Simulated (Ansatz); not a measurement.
Defect migration in corundum: interstitial F, charge state -1. The step: a concerted move, in which F travels most; the atom moves 3.53 Å along (0.33, 0.67, 0.17) of the unit cell; the moving atom starts with neighbours 2 Al at 1.81; 6 O at 2.21 Å and ends with 2 Al at 1.81; 6 O at 2.21 Å. DFT values are from Ansatz (plane-wave PAW, 420 eV unless said) in a cell of 120 host sites, spin-restricted, static, with no finite-size correction. The charge state is imposed; whether it is stable for some Fermi level was not computed. Sites that were not tried may lie lower. For the PBE band: the program found a first-order saddle point.

```
Level                                                                      Forward barrier (eV)  Cost of the band or of the saddle's single point
-------------------------------------------------------------------------  --------------------  ------------------------------------------------
CHGNet universal potential (has no charge state), its own band                             1.69                                                 -
PBE, the Γ point alone, band relaxed                                                       2.23            about 15 core-minutes (a rough figure)
PBE, a 2×2×2 k-point mesh shifted by half a step along c, same geometries                  2.23                           roughly 90 core-seconds
r2SCAN at 500 eV, the Γ point alone, same geometries                                        ___                           roughly 40 core-seconds
```

Some entries are withheld; supply them.


- r2SCAN at 500 eV, the Γ point alone, same geometries, Forward barrier (eV): 2.30

Ansatz is a quantum-chemistry and plane-wave program.
